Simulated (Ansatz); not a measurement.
Consider Si3N4 (space group Fd-3m, No. 227; a = 7.7437 Å).

All numbers come from PBEsol, PAW, 420 eV (Ansatz, a program for electronic structure; no spin-orbit coupling).

One change was made to it. Results:

The band gap rises by 0.12 eV, from 3.29 eV to 3.41 eV; the smallest direct gap goes up by 0.11 eV, from 3.32 eV to 3.43 eV; the density grows by 0.124 g/cm³ (4.01 g/cm³ → 4.14 g/cm³).

Q: What was done to the base?
(A) pressure 0.7 GPa
(B) pressure 1.5 GPa
(C) pressure 10 GPa

A: C, pressure 10 GPa. For comparison, the band gap in the other runs: pressure 1.5 GPa gives 3.31 eV; pressure 0.7 GPa gives 3.30 eV.

Load acts through the strain it causes; cell and atoms are relaxed under it. Stability against distortions was not tested. Competing high-pressure phases were not computed.
